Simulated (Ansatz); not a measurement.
Take Si in the diamond structure (space group Fd-3m, No. 227; a = 5.402 Å) as the base. Axes: x, y, z lie along the cube axes.

All numbers come from LDA, PAW, 420 eV (Ansatz, a quantum-chemistry and plane-wave program; spin-orbit coupling left out).

For the base:

The band gap is 0.45 eV.

It is then changed as follows: uniaxial strain ε_zz = −0.50 %, all other strain components held at zero, atoms relaxed at fixed cell.

Task: How does this affect the band gap, stress and hole mass?

Result: The band gap decreases by 0.062 eV (0.45 eV → 0.38 eV); the stress (xx, yy, zz, yz, xz, xy; compression positive) comes out as (0.32, 0.32, 0.80, 0.00, 0.00, 0.00) GPa; the hole mass is 0.17 mₑ along z, 0.26 mₑ across (at Γ).

Effective masses come from finite differences of ±0.01 Å⁻¹. Whether these cells are dynamically stable was not tested.
